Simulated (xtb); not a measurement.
xtb 6.7.1, GFN2-xTB: Cd(Br)2(OH2)2 ([OH2]->[Cd](<-[OH2])([Br])[Br]), 9 atoms. The geometry is a generated start, not checked to be a minimum at this level.

```
Quantity                                                                                                       Result
------------------------  -------------------------------------------------------------------------------------------
method                                                                                                       GFN2-xTB
--acc                                                                                                     1 (default)
--etemp (K)                                                                                             300 (default)
detailed input (--input)  none: ANC optimiser, Lindh (1995) Hessian, microcycle=20, maxdispl=1.0, hlow=0.01 (default)
basis functions                                                                                                    36
valence electrons                                                                                                  32
```

```xyz
9

Cd     1.3029     0.0740     0.4058
Br     2.5227    -0.2411    -1.7013
Br    -0.0084     0.3990     2.4899
O     -0.3768     1.8031    -0.5208
H     -0.5703     2.3133    -1.3151
H     -1.0225     2.0530     0.1499
O     -0.3564    -1.8640     0.0945
H     -0.9813    -1.8848     0.8314
H     -0.5098    -2.6525    -0.4342
```

Charge 0 and multiplicity 1 are set for this test and not shown to be the ground state.

The structure is relaxed from this start with --opt LEVEL for the levels crude, sloppy, loose, lax, normal, tight, vtight, extreme, once each. Up to the end of the extreme run atoms move by at most 0.49 Å along an axis.

Question: Which level is enough to come within 5 meV of the tightest end point?

Answer: lax: 11 cycles against 31, ending 0.74 meV above.

```tsv
level	cycles	energy above the extreme run (meV)	gradient norm (eV/Å)
crude	1	11	0.16
sloppy	1	11	0.16
loose	1	11	0.16
lax	11	0.74	0.049
normal	15	0.22	0.043
tight	19	0.041	0.037
vtight	23	0.015	0.0075
extreme	31	—	0.00088
```
